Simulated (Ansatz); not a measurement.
Consider GaN in the zinc blende structure (space group F-43m, No. 216; a = 4.4981 Å). Axes: x, y, z lie along the cube axes.

The values are results of PBEsol (Ansatz, a program for electronic structure, PAW, scalar-relativistic without spin-orbit coupling), not measurements.

Perturbation: every lattice vector is stretched by 2.50 %, atoms relaxed at fixed cell.

### Question
Predict the stress tensor and what it implies for the stiffness.

### Answer
Stress of the strained cell less that of the base (GPa, compression positive):
```
 -11.84    0.00    0.00
   0.00  -11.84    0.00
   0.00    0.00  -11.84
```

Then B = −ΔP/(ΔV/V₀) with ΔV/V₀ = 0.0769 gives secant stiffness values (nonlinear terms included at this strain): B ≈ 154 GPa.

As a check, the harmonic strain energy −½ V₀ Δσ:ε is 32 meV/atom; the computed energy rise is 35 meV/atom.

Whether these cells are dynamically stable was not tested. This is not the structure that GaN has at room temperature and ambient pressure.
